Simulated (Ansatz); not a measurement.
Base system: SiO$_{2}$ (space group P3_221, No. 154; a = 4.9490 Å, c = 5.4415 Å). Axes: x lies along a and z along c of the hexagonal cell.

Computed with PBEsol (Ansatz, a program for electronic structure), no spin-orbit coupling.

For the base:

Band gap: 5.72 eV

Now apply this change: tensile biaxial strain of 0.75 % in the plane normal to [001], as in epitaxy on a mismatched substrate; the out-of-plane cell vector and the atoms relax.

Question: Predict the new out-of-plane strain.

Answer: The out-of-plane strain is -0.12 %.

Question: What happens to the band gap?

Answer: The band gap shrinks by 0.04 eV to 5.68 eV.

Stability against distortions was not tested.
